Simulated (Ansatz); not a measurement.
## ZnS: H interstitial (started 2.33 Å from the nearest host atom)

The parent structure is a 16-atom supercell of ZnS in the zinc blende structure (space group F-43m, No. 216; a = 5.389 Å) at its relaxed geometry.

The change: one H atom is added in an open site, starting 2.33 Å from the nearest host atom, atoms relaxed at fixed cell, starting from a slightly rattled geometry.

The values are results of DFT with r2SCAN, PAW potentials and a 500 eV plane-wave cutoff in Ansatz (a program for electronic structure), no spin-orbit coupling, not measurements. Γ-centred 4×4×4 mesh, Fermi–Dirac width 0.01 eV.

```json
{
  "pressure": "0.8 GPa (base 0.0 GPa)"
}
```

Final structure:

```
Zn8HS8
1.0
    0.00000     5.38911     5.38911
    5.38911     0.00000     5.38911
    5.38911     5.38911     0.00000
S Zn H
8 8 1
Direct
  0.37658   0.37493   0.37685
  0.37660   0.37600   0.87166
  0.37650   0.87149   0.37577
  0.37575   0.87434   0.87529
  0.87243   0.37570   0.37591
  0.87534   0.37398   0.87544
  0.87568   0.87432   0.37495
  0.87583   0.87451   0.87500
  0.00109   0.99898   0.00010
  0.00022   0.99947   0.50025
  0.00031   0.49968   0.99952
  0.00041   0.49939   0.50054
  0.50103   0.99988   0.99938
  0.50076   0.99860   0.50038
  0.50034   0.49940   0.00095
  0.50073   0.49965   0.49979
  0.25006   0.24948   0.25007
```

Cost of the whole job for the changed cell (relaxation, final SCF and bands): around 12 core-minutes (rough).

The magnetic state is the one reached from the starting moments; the real material's order can differ, and small cells can't hold many antiferromagnetic ones. The cell is small, so the values are those of an ordered compound at a high defect concentration; dilute-limit values will differ. The defect cell is spin-polarised and ends with 1.0 μB.
